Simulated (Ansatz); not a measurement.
The starting structures come from a database of crystals and need not be the phases stable at ambient conditions.

 Where the default PAW files enter, the runs use the earlier of Ansatz's two default sets.

Tunnelling through a barrier is set by its complex band structure: the current falls as exp(−2κd) with the smallest κ.

Data:

```yaml
crystal:
  lattice:
    - [5.37391, 0.00000, 0.00000]
    - [-2.68696, 7.72725, 0.00000]
    - [2.68696, -0.31144, 1.51973]
  atoms:
    - { symbol: Li, position: [0.00000, 0.00000, 0.00000] }
    - { symbol: Li, position: [0.00000, 0.50000, 0.50000] }
    - { symbol: Li, position: [0.66667, 0.25000, 0.25000] }
    - { symbol: Li, position: [0.33333, 0.75000, 0.75000] }
    - { symbol: O, position: [0.66667, 0.64857, 0.64857] }
    - { symbol: O, position: [0.33333, 0.35143, 0.35143] }
    - { symbol: O, position: [0.33333, 0.14857, 0.14857] }
    - { symbol: O, position: [0.66667, 0.85143, 0.85143] }
```

Space group of this cell: P6_3/mmc. The cell is taken as given.

Transport runs along the normal of the first two printed cell vectors, the (111) plane of the conventional cell.

The gap is the functional's own, uncorrected, and κ follows it; spin-orbit coupling is left out. Mid-gap values are interpolated between the computed energies.

### Question
Estimate the band gap and the smallest decay constant κ at mid-gap that Ansatz (a quantum-chemistry and plane-wave program) with r2SCAN returns for this system.

### Answer
Gap 2.77 eV on a 20×20×20 mesh; κ = 0.451 1/Å, at (0.167, 0.000) of the in-plane reciprocal vectors. At the zone centre, at the nearest computed energy, the slowest state has κ = 0.46 1/Å.
